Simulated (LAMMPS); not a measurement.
MD of Si (diamond structure) at zero pressure, 1728 atoms, as a crystal; each row is its own run.

Level of theory: classical MD, pair style tersoff/mod, file Si.tersoff.mod; code LAMMPS.

```
T (K)  volume (Å³/atom)
-----  ----------------
200              20.081
300              20.121
760              20.300
1010             20.394
1270             20.487
1770             20.640
2020             20.696
```

### Question
Fit a straight line, y = a + b x, to these rows (x is the first column, y the second) and predict the run at x = 1520.

### Answer
Least squares gives a = 20.029 and b = 0.0003434. At x = 1520 the fit predicts 20.551 Å³/atom. The run itself gave 20.562 ± 0.003 Å³/atom, so the fit is 0.053 % low.

Caution (rows 1770; 2020): this crystal lies over the melting point of about 1710 K that Si.tersoff.mod gives, so it is superheated.
